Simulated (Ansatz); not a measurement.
Worked calculations on one periodic cell of amorphous silicon oxynitride (Si56O28N56): Si56O28N56, 140 atoms, volume 1674.9 Å³, made by a melt-quench on the CHGNet potential and relaxed with DFT. O and N atoms were pushed apart under 1.9 Å during the dynamics, to hinder bonds among them. It is a model cell: composition and starting density were chosen by hand, and all elements were melted together. Cycles of charging were run to anneal it. Method: PBE, scalar-relativistic without spin-orbit coupling (plane waves to 420 eV, PAW; Ansatz, a quantum-chemistry and plane-wave program). Sampling: a 2×2×2 Γ-centred mesh; Fermi-Dirac width 0.02 eV; no spin polarisation. Its volume was relaxed, its shape was free, and it stands at a mean pressure of 0.0 GPa with stress components up to 0.0 GPa; the relaxation ran on the zone centre alone. Its density went from a set 2.80 to 2.78 g/cm³. The cell is small and was quenched far faster than a real film, so it is one sample of the glass.

Count formal charges (Si +4, O -2, N -3). What does the count lead one to expect at the Fermi level, and what does the calculation give?

56 × (+4) + 28 × (-2) + 56 × (-3) = 0. The charges balance, so the anion-derived valence states can be full and a gap can open. On this mesh the highest filled and lowest empty level lie 2.59 eV apart, the PBE gap of this cell, with a localised state at one edge or both.

Four energies for a hole at PBE on the zone centre alone (charged cells in a uniform background, spin-polarised): neutral at the neutral geometry -73105.417 eV; charged at the neutral geometry -73111.326 eV; charged and relaxed -73111.417 eV; neutral at the charged geometry -73105.303 eV.

Find the two relaxation energies and their sum, the reorganisation energy.

On charging: -73111.326 − (-73111.417) = 0.091 eV. On discharging: -73105.303 − (-73105.417) = 0.114 eV. The sum is 0.205 eV. The carrier's level spreads over 15 of the 140 atoms' worth, so it counts as partly localised, most on one N atom with neighbours Si 1.68 Å, Si 1.68 Å, Si 1.90 Å (neutral geometry). The values are uncorrected: the image energy of a point charge in this cell, 2.84 × 14.40 / (2 × 11.9) = 1.7 eV before screening, is screened by electrons alone at the fixed geometry and by ions too after relaxing, and the carrier can be spread before it relaxes, so each term can be off by up to that value times 1/ε∞, some tenths of an eV. PBE's self-interaction favours spread-out carriers, so a hybrid can localise more.
